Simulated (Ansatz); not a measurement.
The structure below was relaxed with DFT with PBEsol, PAW potentials and a 420 eV plane-wave cutoff in Ansatz (a program for electronic structure), no SOC.

```xyz
1
Lattice="-1.5426 1.5426 1.5426 1.5426 -1.5426 1.5426 1.5426 1.5426 -1.5426" Properties=species:S:1:pos:R:3 pbc="T T T"
Re     0.0000     0.0000     0.0000
```

Q: Find the space group and the Wyckoff positions.

A: Space group Im-3m (No. 229); a = b = c = 3.0851 Å, α = β = γ = 90.00°

```
atom  site  symmetry       x       y       z
----  ----  --------  ------  ------  ------
Re      2a      m-3m  0.0000  0.0000  0.0000
```

Q: Describe the coordination.

A: The crystal has 2 atoms in its conventional cell. Cell: a = b = c = 3.085 Å, α = β = γ = 90.00°. Re is coordinated by 8 Re at 2.672 Å and 6 Re at 3.085 Å. (Neighbours: up to the widest gap in distance over summed covalent radii, below 1.35, at either atom.)…

Whether these cells are dynamically stable was not tested. The final runs are not spin-polarised. The cell was made from Ta by this change: Ta → Re; the result is a model cell, its experimental status unchecked. This is not the structure that Re has at room temperature and ambient pressure.
